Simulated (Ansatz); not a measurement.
The starting structures come from a database of crystals and need not be the phases stable at ambient conditions.

Inside the gap of an insulator the Bloch states are evanescent, with a wavenumber k + iκ along the transport direction.

Input:

```yaml
crystal:
  lattice:
    - [7.26435, 0.00000, 0.00000]
    - [0.00000, 8.36770, 0.00000]
    - [3.63218, 0.00000, 3.63218]
  atoms:
    - { symbol: Sn, position: [0.98841, 0.50000, 0.02317] }
    - { symbol: Sn, position: [0.51159, 0.75000, 0.00000] }
    - { symbol: Sn, position: [0.01159, 0.00000, 0.97683] }
    - { symbol: Sn, position: [0.48841, 0.25000, 0.00000] }
    - { symbol: F, position: [0.25356, 0.32699, 0.60762] }
    - { symbol: F, position: [0.36118, 0.57699, 0.88525] }
    - { symbol: F, position: [0.74644, 0.82699, 0.39238] }
    - { symbol: F, position: [0.63882, 0.07699, 0.11475] }
    - { symbol: F, position: [0.75356, 0.42301, 0.88525] }
    - { symbol: F, position: [0.86118, 0.17301, 0.39238] }
    - { symbol: F, position: [0.24644, 0.92301, 0.11475] }
    - { symbol: F, position: [0.13882, 0.67301, 0.60762] }
```

Space group of this cell: P4_12_12. The cell was relaxed by PBE-D3(BJ); by r2SCAN its mean pressure is -2.3 GPa.

Transport runs along the normal of the first two printed cell vectors, the (110) plane of the conventional cell.

The gap is the functional's own. No spin-orbit coupling. Mid-gap values are interpolated on the energy grid.

### Question
Estimate the band gap and the smallest decay constant κ at mid-gap that r2SCAN (Ansatz, a quantum-chemistry and plane-wave program) returns for this system.

### Answer
Gap 3.65 eV on a 8×4×8 mesh; κ = 0.316 1/Å, at the zone centre.
